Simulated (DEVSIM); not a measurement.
Structure: W/HfO2/p-Si capacitor, at 300 K.

Layer 1 from the left is HfO2, thickness (nm) 18.0. Layer 2 from the left is Si, thickness (nm) 5500, Na (cm⁻³) 1.1e16.

Metal gate on the left, work function 4.6 eV. Fixed charge at the semiconductor interface -4.6e11 cm⁻² (in units of +e); no interface traps.

This is a model device: material constants are rounded textbook-type values typed into the input, and sizes, dopings and lifetimes were drawn at random. Values at 300 K.

HfO2: gap (eV) 5.7, affinity (eV) 2.5, permittivity 22. Si: gap (eV) 1.124, affinity (eV) 4.05, permittivity 11.7, Nc (cm⁻³) 2.86e19, Nv (cm⁻³) 3.1e19.

Question: Estimate by hand the flat-band voltage, the threshold voltage, and compare with a numerical solution.

Answer: 
- Flat-band voltage: C = 1.08 μF/cm², work-function difference -0.369 V; VFB = φms − qNf/C = -0.30 V; numerical -0.30 V.
- Threshold voltage: φF = 0.358 V, depletion charge √(4εqNφF) = 5.11e-8 C/cm²; VT = VFB + 2φF + Qd/C = 0.46 V; numerical 0.46 V.

Model (solved in DEVSIM): 1D Poisson equation in equilibrium, Boltzmann statistics, complete ionisation; no quantum confinement or tunnelling. Metal contacts follow the ideal Schottky-Mott rule: no Fermi-level pinning, no interface dipoles.
